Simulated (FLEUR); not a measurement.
A self-consistent single point of FeNi3 (Pm-3m, 4 atoms in the cell) with FLEUR.

Level of theory: LDA (Perdew-Zunger), all-electron FLAPW (FLEUR), scalar-relativistic valence run with FLEUR.

```
CELL_PARAMETERS angstrom
      3.55992     0.00000     0.00000
      0.00000     3.55992     0.00000
      0.00000     0.00000     3.55992
ATOMIC_POSITIONS crystal
  Fe 0.00000 0.00000 0.00000
  Ni 0.00000 0.50000 0.50000
  Ni 0.50000 0.00000 0.50000
  Ni 0.50000 0.50000 0.00000
```
Moments meant for the start (each program seeds them in its own way; μB, in the order of the atoms Fe Ni Ni Ni): 4.0 2.0 2.0 2.0.

Reference input (self-consistent single point, DFT, PBE, all-electron FLAPW (FLEUR), scalar-relativistic valence): Kmax = 3.6 1/bohr; GmaxXC = 10.8 1/bohr; xcFunctional = pbe; jspins = 2; l_soc = F; mode = hist; fermiSmearingEnergy = 0.00183747 Htr; mesh (inpgen div1-3) = 8 8 8; inpgen gamma flag = true; Gmax = 10.8 1/bohr; numbands = 0; maxIterBroyd = 40. This run's input differs from it in these lines:

```diff
@@ -16,2 +16,3 @@
 &comp jspins=2 /
+&exco xctyp='pz' /
 &kpt div1=8 div2=8 div3=8 gamma=t /
@@ -28,3 +29,3 @@
       <coreElectrons ctail="T" frcor="F" kcrel="0" coretail_lmax="0"/>
-      <xcFunctional name="pbe" relativisticCorrections="F"/>
+      <xcFunctional name="pz" relativisticCorrections="F"/>
       <magnetism jspins="2"/>
```

Output, abridged:

```
 Iteration:     1   Distance:      43.54576698 me/bohr^3
 Iteration:     2   Distance:      37.64662985 me/bohr^3
 Iteration:     3   Distance:      31.92041298 me/bohr^3
 Iteration:     4   Distance:      28.31054832 me/bohr^3
 Iteration:     5   Distance:      17.96997331 me/bohr^3
   [... 15 lines left out ...]
 Iteration:    21   Distance:       0.00038932 me/bohr^3
 Iteration:    22   Distance:       0.00012851 me/bohr^3
 Iteration:    23   Distance:       0.00003458 me/bohr^3
 Iteration:    24   Distance:       0.00000923 me/bohr^3
 Run finished successfully
 Stop message:
   Structural relaxation: Done

[file out, last iteration]
             iter=     25
[...]
          total density-effective poten   -9.2601027401E+03
          total charge density-energy d   -2.3693848668E+02
 Updated energy parameters for spin:           1
 Updated energy parameters for spin:           2
[...]
 fermi energy and band-weighting factors:
    1.102384

[...]
FERMIE:
          first approx. to ef    (T=0)  :   0.321527 htr   (energy of the highest occ. eigenvalue)
          number of occ. states  (T=0)  :       2235
          first approx. to seigv (T=0)  : -42.772169 htr
          sum of weights of occ. states :  64.037109
          sum of semicore charge        :   0.000000 e
FERHIS:  Fermi-Energy by histogram:
          bandgap                     :   0.000202 htr
   [... lines left out ...]
          charge neutrality (T=0)     :   0.037109    (zero if the highest occ. eigenvalue is "entirely" occupied)
     EF_NEWTON:  Adjust Fermi-Energy by Newton-Method.
 Direct bandgap for spin            1 :    3.2863853299776591E-002  Htr
 Direct bandgap for spin            2 :    4.8962288030838241E-003  Htr
 ---->    free energy=                     -5825.7379688929 htr
   [... lines left out ...]
 ***** TOTAL FORCES ON ATOMS *****
 TOTAL FORCE FOR ATOM TYPE=  1  X=  0.000   Y=  0.000   Z=  0.000
                       FX_TOT= 0.000000 FY_TOT= 0.000000 FZ_TOT= 0.000000
 TOTAL FORCE FOR ATOM TYPE=  2  X=  0.000   Y=  3.364   Z=  3.364
                       FX_TOT= 0.000000 FY_TOT= 0.000000 FZ_TOT= 0.000000
 Structural relaxation: Done
```

The run converged in 24 iterations. FLEUR gives forces in its relaxation mode, with a further iteration, so its stop message speaks of a relaxation. Against the reference run the size of the net moment goes from 1.21 to 1.15 μB/atom.

The starting cell comes from a database of computed structures (which also holds hypothetical and non-ambient phases and stackings), without a prior relaxation at this level. Its lattice was rescaled by a random factor within 2.5 % of one. The magnetic order is the one reached from the typed start; others were not searched systematically. Values depend on the basis (sphere radii, cutoffs, local orbitals), which need not be converged. The log's line on a gap gives a spacing of levels on this mesh, which the program prints for metals too.

Cost on one core of a shared machine: roughly 2 min.
